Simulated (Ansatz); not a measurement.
Functionals compared on a constructed model of the (111)B surface of zinc-blende GaAs, As-terminated, 2x2 Al adatom at T4 (bottom of the slab: 3 H on 4 bottom sites), in Ansatz (plane waves, PAW). The structure was relaxed with PBE; the other rows are single points on it. Cutoff 420 eV (500 eV for r2SCAN).

Model: 36-atom slab, 14.1 Å thick at the start with caps and adatoms, 3x3x1 mesh, Fermi-Dirac 0.025 eV, dipole correction, 8 atoms held, the rest relaxed; symmetry of the start imposed; no spin, no spin-orbit, no U. In PBE it is, or lies within 0.01 eV a 1x1 cell of, the lowest of the 2 structures of its composition computed so far; subsurface sites and larger cells were not tried. These notes are the PBE run's.

```tsv
functional	gap of the slab on its k-mesh (eV)	highest filled level below the top vacuum level (eV)	rough cost of the single point
PBE	0.27	4.60	–
r2SCAN	[?]	[?]	roughly 8 core-minutes
```

Complete the blanks.


- r2SCAN, gap of the slab on its k-mesh (eV): 0.53
- r2SCAN, highest filled level below the top vacuum level (eV): 4.78

Ansatz is a program for electronic structure.
